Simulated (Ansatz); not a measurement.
Crystal: SrO (Fm-3m, rock salt, 2 atoms a cell, 17.2 Å³ an atom); both levels run on this one cell.

Complex bands along the normal of (111) by Ansatz (plane waves, PAW, no spin-orbit coupling). r2SCAN gives a gap of 3.80 eV and a slowest mid-gap decay of 0.353 1/Å.

### Question
What does PBE give on the same cell, and what does that do to the current through 2 nm?

### Answer
Gap 3.32 eV, κ = 0.319 1/Å. The mid-gap transmission through 2 nm changes by exp(2 × 20 × (0.353 − 0.319)) = a factor of 3.9 against r2SCAN.

Ansatz is a quantum-chemistry and plane-wave program.
